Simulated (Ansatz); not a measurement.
The slab is Si(111) 1x1 surface, 6 top atoms, 3 bilayers, bottom bilayer H-capped and fixed, every top atom capped by H; cell 11.5 x 6.6 Å; two neighbouring H replaced by OH; about 7 Å thick over the host's atoms, 18 atoms held. Level of theory: PBE-D3(BJ) (plane waves to 420 eV, PAW; Ansatz, an electronic-structure program). Sampling: 1x2x1 k points. The slab states were run without spin polarisation. Results hold for this slab, coverage and mesh. All energies are electronic energies at 0 K, without vibrations. Each state was relaxed from one prepared geometry.

One H2O a cell is brought to the surface left by an earlier step (SiCl4 exchanges a ligand with a surface O-H group and HCl forms), after HCl has left. Relaxed result near the molecule:

```csv
atom,x (Å),y (Å),z (Å)
H(44),7.675,0.019,11.008
O(46),5.706,3.375,11.134
H(49),2.586,3.518,11.745
Si(a0),5.820,3.246,12.720
Cl(a2),7.472,4.263,13.378
Cl(a3),5.935,1.298,13.288
Cl(a4),4.147,4.104,13.543
O(b0),6.280,3.142,16.435
H(b1),6.935,3.636,15.915
H(b2),5.812,3.831,16.933
```

What is the adsorption energy against the free H2O and the slab before, and how much of it is dispersion?

-0.11 eV (negative: bound); the D3 term gives -0.07 eV of it. Its closest contacts to the rest of the cell: H(b1)...Cl(a2) 2.67 Å, H(b1)...Si(a0) 3.41 Å, O(b0)...Cl(a2) 3.47 Å.
